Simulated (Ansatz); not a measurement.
The parent structure is GaAs in the zinc blende structure (space group F-43m, No. 216; a = 5.603 Å). Axes: x, y, z lie along the cube axes.

All numbers come from LDA (Ansatz, an electronic-structure program; PAW; 420 eV plane waves; spin-orbit coupling left out).

For the base:

The band gap is 0.49 eV.

One thing is altered: tensor shear ε_xy = +0.86 % (engineering shear γ = 0.0172); the atoms relax in the strained cell.

Q: What happens to the stress?

A: The stress (xx, yy, zz, yz, xz, xy; compression positive) amounts to (0.02, 0.02, 0.01, 0.00, 0.00, -1.01) GPa.

Q: What happens to the band gap?

A: The band gap drops by 0.08 eV to 0.41 eV.

No phonon test of stability was made.
